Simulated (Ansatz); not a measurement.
Start from C in the diamond structure (space group Fd-3m, No. 227; a = 3.554 Å). Axes: x, y, z lie along the cube axes.

All numbers come from PBEsol (Ansatz, an electronic-structure program, PAW, no spin-orbit coupling).

Modification: tensor shear ε_xy = +0.57 % (engineering shear γ = 0.0114); the atoms relax in the strained cell.

Predict the stress tensor and what it implies for the stiffness.

Stress of the strained cell less that of the base (GPa, compression positive):
```
   0.09   -6.54    0.00
  -6.54    0.09    0.00
   0.00    0.00    0.01
```

Then −Δσ/γ with γ = 2ε = 0.0114 gives relaxed-ion elastic constants: C66 ≈ 573 GPa.

Stability against distortions was not tested.
